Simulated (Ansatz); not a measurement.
Effect of biaxial strain −0.76 %, plane normal [001], relaxed out of plane on hypothetical fluorite ZrS2

Start from ZrS$_{2}$ in the fluorite structure (space group Fm-3m, No. 225; a = 6.256 Å; a hypothetical phase, not in the database extracts checked). Axes: x, y, z lie along the cube axes.

One thing is altered: compressive biaxial strain of 0.76 % in the plane normal to [001], as in epitaxy on a mismatched substrate; the out-of-plane cell vector and the atoms relax.

Level of theory: Ansatz (a program for electronic structure) r2SCAN, no spin-orbit coupling. k-mesh 9×9×9 (Γ-centred); smearing 0.05 eV (Fermi–Dirac).

| quantity | base | changed | shift |
|---|---|---|---|
| volume per atom | 20.41 Å³ | 20.16 Å³ | -0.25 Å³ |
| space group | Fm-3m (No. 225) | I4/mmm (No. 139) | – |
| shortest interatomic distance | 2.709 Å | 2.698 Å | -0.011 Å |
| energy relative to the base (free energy F) | 0 meV/atom | +2.0 meV/atom | +2.0 meV/atom |
| pressure (mean of the normal stresses, compression positive) | 0.0 GPa | 1.4 GPa | +1.4 GPa |
| band gap | 0.13 eV | zero | – |
| valley order (the lowest conduction-band minima on the path, energy above the VBM, named in the base's zone) | Γ 0.13 eV; X along ⟨100⟩ 0.22 eV; a point along ⟨110⟩, about 0.5 Å⁻¹ from Γ 0.50 eV; L along ⟨111⟩ 0.61 eV | Γ 0.02 eV; X along [001] 0.13 eV; X along [100] 0.16 eV; a point along [1-10], about 0.5 Å⁻¹ from Γ 0.46 eV | – |
| out-of-plane strain (rough) | – | +0.31 % | – |
| mean in-plane stress (compression positive) (rough) | – | +2.1 GPa | – |

Final structure (turned so that z lies along the plane normal):

```
CELL_PARAMETERS angstrom
      4.39024     0.00000     0.00000
      0.00000     4.39024     0.00000
      2.19512    -2.19512     3.13799
ATOMIC_POSITIONS crystal
  Zr 0.00000 0.00000 0.00000
  S  0.75000 0.75000 0.50000
  S  0.25000 0.25000 0.50000
```

Without a gap, meshes like the base's 9×9×9 leave anisotropic stresses uncertain by several tenths of a GPa, and small strain energies with them. No phonon test of stability was made. The final runs are not spin-polarised. Gaps under 0.05 eV, about the width of the smearing, are given as zero. The zero or small gap of ZrS2 can change with the level of theory.
